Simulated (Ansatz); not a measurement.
A (8,0) gold nanotube has 16 atoms in a period of 4.684 Å, a mean diameter of 7.28 Å, and lies 96 meV/atom over the flat sheet relaxed at the same level.

The numbers are results of PBE (plane waves to 420 eV, PAW; Ansatz, a first-principles code), not measurements. Mesh 1×1×14. No spin polarisation. One-dimensional cell, images about 11 Å apart. A hypothetical model, rolled from the flat sheet. Symmetry and one short period hold its shape; lower forms weren't sought. Values not marked SOC lack spin–orbit coupling.

**Question.** Which bending rigidity of the sheet does this imply in the thin-plate picture?

**Answer.** A plate bent to radius R stores D/(2R²) an area. The area an atom is π × 7.28 × 4.684/16 = 6.70 Å², so the stored energy is 0.096/6.70 = 0.0143 eV/Å². With R = 3.640 Å, D = 2R² × 0.0143 = 0.38 eV.
